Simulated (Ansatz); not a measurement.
Surface: Si(111) 1x1 surface, 6 top atoms, 3 bilayers, bottom bilayer H-capped and fixed, every top atom capped by H; cell 11.5 x 6.6 Å; two neighbouring H replaced by OH; about 7 Å thick over the host's atoms, 18 atoms held. Method: PBE-D3(BJ) (plane waves to 420 eV, PAW; Ansatz, a quantum-chemistry and plane-wave program). k mesh 1 x 2 x 1. The slab states were run without spin polarisation. A thicker slab, a larger cell or a denser mesh can move such energies by a tenth of an eV or more. All energies are electronic energies at 0 K, without vibrations. Each state was relaxed from one prepared geometry.

End state of this step: the surface fragment of BH3 exchanges a second ligand with a neighbouring O-H group. Atoms near the product:

```csv
atom,x (Å),y (Å),z (Å)
H(29),3.821,-0.139,10.928
H(44),7.657,0.102,11.049
O(46),5.069,3.353,11.090
H(49),5.544,0.081,13.060
B(a0),3.834,3.386,11.706
H(a2),5.608,0.828,13.010
H(a3),3.833,3.446,12.907
```

**Question.** What energy does it take to move H2 into the gas, one a cell, with the surface relaxed behind it, and what are its closest contacts before it leaves?

**Answer.** 0.07 eV. Its closest contacts to the rest of the cell: H(49)...H(29) 2.75 Å, H(a2)...H(29) 2.91 Å, H(49)...H(44) 2.92 Å.

Here BH3 is the monomer.
